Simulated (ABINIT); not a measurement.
Band structure of BaHfO₃ (Pm-3m, 5 atoms in the cell).

```
BaHfO3
1.0
    4.17000     0.00000     0.00000
    0.00000     4.17000     0.00000
    0.00000     0.00000     4.17000
Ba Hf O
1 1 3
Cartesian
  0.00000   0.00000   0.00000
  2.08500   2.08500   2.08500
  2.08500   0.00000   2.08500
  0.00000   2.08500   2.08500
  2.08500   2.08500   0.00000
```

Method: PBE, PAW (JTH v2.0 PBE PAW) (plane waves; ABINIT).

Settings: pseudos = [Ba.GGA_PBE-JTH.xml, Hf.GGA_PBE-JTH.xml, O.GGA_PBE-JTH.xml]; ecut = 653 eV; pawecutdg = 1306 eV; pawxcdev = 0; occopt = 3; tsmear = 0.00036749 Ha; ngkpt = 8 8 8; nshiftk = 1; shiftk = 0 0 0; potentials = JTH v2.0 PBE PAW; kptopt = 1; nstep = 50; tolvrs1 = 1e-10.

The starting cell has typed, rounded lattice constants, without a prior relaxation at this level. Spin-orbit coupling is off.

Q: Predict the gap along the standard path and the places of the band edges.

A: The gap along the path is 3.60 eV, from R to Γ; the smallest direct gap on it is 3.80 eV.

Levels in eV from the top of the valence band on the SCF mesh, bands 17 to 24:
| point | 17 | 18 | 19 | 20 | 21 | 22 | 23 | 24 |
|---|---|---|---|---|---|---|---|---|
| Γ | -0.98 | -0.20 | -0.20 | -0.20 | 3.60 | 3.60 | 3.60 | 4.71 |
| X | -1.72 | -1.69 | -0.51 | -0.51 | 4.17 | 6.40 | 6.40 | 6.52 |
| M | -1.00 | -0.92 | -0.92 | -0.07 | 6.29 | 6.29 | 6.63 | 6.95 |
| R | -2.51 | 0.00 | 0.00 | 0.00 | 6.05 | 6.05 | 6.05 | 7.88 |
